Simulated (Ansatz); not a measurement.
Take SiC (space group P6_3mc, No. 186; a = 3.094 Å, c = 10.129 Å) as the base.

Levels (all Ansatz, a first-principles code, PAW): PBE (420 eV, no spin-orbit coupling); r2SCAN (500 eV, no spin-orbit coupling); HSE06 (420 eV, no spin-orbit coupling); PBE+SOC (420 eV, noncollinear with spin-orbit coupling).

One geometry, relaxed with PBE, under each level:

The valence-band top lists the three highest levels at Γ (Kramers pairs under SOC), from the VBM.

| level | band gap | lowest conduction level above the VBM at special points | valence-band top at Γ | pressure |
|---|---|---|---|---|
| PBE | 2.22 eV | M 2.22 eV; L 2.63 eV; H 3.24 eV; K 3.97 eV | 0.00, 0.00, -0.05 eV | 0.00 GPa |
| r2SCAN | 2.59 eV | M 2.59 eV; L 3.03 eV; H 3.66 eV; K 4.41 eV | – | -3.52 GPa |
| HSE06 | 3.13 eV | M 3.13 eV; L 3.56 eV; H 4.20 eV; Γ 6.12 eV | – | – |
| PBE+SOC | 2.22 eV | M 2.22 eV; L 2.63 eV; H 3.23 eV; K 3.97 eV | 0.00, -0.01, -0.06 eV | 0.00 GPa |

Single points use the geometry relaxed with PBE. Their cutoffs differ, which shifts pressures a little. HSE06 gaps are upper bounds (no full band path). Differences between runs with and without spin-orbit coupling are approximate. No phonon test of stability was made.
